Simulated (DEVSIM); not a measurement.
Structure: abrupt Si n-p junction, at 400 K.

Layer 1 from the left is Si, thickness (μm) 2.00, Nd (cm⁻³) 2.6e15, τn (s) 5.1e-7, τp (s) 5.1e-7. Layer 2 from the left is Si, thickness (μm) 52.0, Na (cm⁻³) 2.3e16, τn (s) 5.1e-7, τp (s) 5.1e-7.

Left contact: ohmic. Right contact: ohmic. Voltage is applied to the left contact. Recombination: SRH at mid-gap, radiative, Auger. Mobility is μmin + (μ − μmin)/(1 + (N/Nref)^α).

This is a model device: material constants are rounded textbook-type values typed into the input, and sizes, dopings and lifetimes were drawn at random. Values at 300 K; Nc and Nv go as T^1.5, mobilities as T to minus their exponent, the gap by Varshni's rule with the affinity fixed.

Si: gap (eV) 1.124, affinity (eV) 4.05, permittivity 11.7, Nc (cm⁻³) 2.86e19, Nv (cm⁻³) 3.1e19, μn (cm²/Vs) 1417, μp (cm²/Vs) 470, μn,min 52, μp,min 45, Nref,n 9.7e16, Nref,p 2.2e17, αn 0.68, αp 0.72, T exponent of μn 2.3, T exponent of μp 2.2, B (cm³/s) 4.7e-15, Cn (cm⁶/s) 2.8e-31, Cp (cm⁶/s) 9.9e-32, Varshni α (eV/K) 0.000473, Varshni β (K) 636.

Question: Estimate by hand the built-in potential, the peak field at zero bias, and compare with a numerical solution.

Answer: 
- Built-in potential: ni = √(Nc Nv) exp(−Eg/2kT) = 5.68e12 cm⁻³ with Eg = 1.096 eV; Vbi = kT/q ln(Na Nd/ni²) = 0.498 V; numerical 0.498 V.
- Peak field at zero bias: depletion approximation: W = √(2εVbi/(qN)) = 0.525 μm with N = 2.34e15 cm⁻³; field = 2Vbi/W = 19000 V/cm; numerical 18300 V/cm (estimate above by 3.5 %).

Simulated with DEVSIM: 1D drift-diffusion, Boltzmann statistics, complete ionisation; no tunnelling, impact ionisation, image-force lowering or self-heating.
